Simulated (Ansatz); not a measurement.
Cu2ZnSnS4 (I-42m, No. 121, 8 atoms in the cell; a measured phase of this formula has another space group) was calculated with r²SCAN in Ansatz (plane waves, PAW).

Numerical settings: plane-wave cutoff 560 eV, 14×14×14 k mesh, Fermi–Dirac smearing 0.05 eV, no spin polarisation, scalar-relativistic PAW data made under PBE.

Cell (relaxed with PBEsol):

```cif
data_Cu4S8Sn2Zn2
_chemical_formula_sum 'Zn2 Cu4 Sn2 S8'
_space_group_name_H-M_alt 'I-42m'
_space_group_IT_number 121
_space_group_name_Hall 'I -4 2'
_cell_length_a 5.37186
_cell_length_b 5.37186
_cell_length_c 10.75771
_cell_angle_alpha 90.000
_cell_angle_beta 90.000
_cell_angle_gamma 90.000
loop_
_atom_site_label
_atom_site_type_symbol
_atom_site_symmetry_multiplicity
_atom_site_Wyckoff_symbol
_atom_site_fract_x
_atom_site_fract_y
_atom_site_fract_z
_atom_site_occupancy
Zn1 Zn 2 a 0.00000 0.00000 0.00000 1
Cu1 Cu 4 d 0.00000 0.50000 0.25000 1
Sn1 Sn 2 b 0.00000 0.00000 0.50000 1
S1 S 8 i 0.25930 0.25930 0.36519 1
```
(The calculation used a cell of 8 atoms; values per cell refer to that cell.)

Question: Predict the band gap.

Answer: 
- band gap = 0.32 eV (on the SCF k mesh)

Note: cell and atoms aren't relaxed at this level (largest force component 0.22 eV/Å, pressure 1.5 GPa).

Spin–orbit coupling is not included.

Ansatz is a quantum-chemistry and plane-wave program.
